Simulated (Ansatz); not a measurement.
Ta₂O₅ (Cmmm, No. 65, 7 atoms in the cell; start mp-1238961)

Method: r²SCAN (Ansatz, a program for electronic structure, PAW).

Run with plane-wave cutoff 560 eV, 10×10×6 k mesh (along the axes of the cell as run), Fermi–Dirac smearing 0.01 eV, scalar-relativistic PAW data made under PBE.

Cell (relaxed at this level):

```cif
data_O5Ta2
_chemical_formula_sum 'Ta2 O5'
_space_group_name_H-M_alt 'P 1'
_space_group_IT_number 1
_cell_length_a 3.83791
_cell_length_b 3.85785
_cell_length_c 6.79362
_cell_angle_alpha 90.000
_cell_angle_beta 106.404
_cell_angle_gamma 90.000
loop_
_space_group_symop_operation_xyz
  'x, y, z'
loop_
_atom_site_label
_atom_site_type_symbol
_atom_site_fract_x
_atom_site_fract_y
_atom_site_fract_z
_atom_site_occupancy
Ta1 Ta 0.64572 0.00000 0.79143 1
Ta2 Ta 0.35428 0.00000 0.20857 1
O1 O 0.64940 0.50000 0.79877 1
O2 O 0.35060 0.50000 0.20123 1
O3 O 0.18513 0.00000 0.87024 1
O4 O 0.81487 0.00000 0.12976 1
O5 O 0.50000 0.00000 0.50000 1
```

```
Quantity                            Value
------------  ---------------------------
band gap      2.69 eV (on the SCF k mesh)
bulk modulus                      235 GPa
```

Note: the relaxation could not lower the start's symmetry, so the cell can be a saddle point above a distorted one; the bulk modulus is −V dP/dV from two relaxed cells at ±2 % in volume.

Spin–orbit coupling is not included.

The computed numbers hold no vibrational or temperature effects.

A start named mp-… is a Materials Project structure, which need not be a measured phase.
